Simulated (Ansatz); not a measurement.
Lattice thermal conductivity of Mg2Si in space group Fm-3m (No. 225) at 300 K from the phonon Boltzmann equation with three-phonon and isotope scattering in Ansatz (plane waves, PAW). Reference run: PBEsol, third-order constants from a 81-atom supercell out to 4.9 Å, harmonic mesh 6×6×6, k mesh 6×6×6, scattering mesh 15×15×15. At this level the gap is small or closed, and a narrow smearing was used. This is the lattice part alone, without phonon-electron scattering, which would lower it where carriers are present.

| run | highest ν (THz) | κ (W/m/K) |
|---|---|---|
| PBEsol, reference | 10.34 | 10.4 |
| PBEsol, denser conductivity mesh | 10.36 | 10.8 |
| PBEsol, longer pair cutoff (5.9 Å) | 10.34 | 10.7 |
| PBEsol, shorter pair cutoff (3.8 Å) | 10.34 | (withheld) |

Some entries are withheld; supply them.


- PBEsol, shorter pair cutoff (3.8 Å), κ (W/m/K): 11.0

Ansatz is a program for electronic structure.
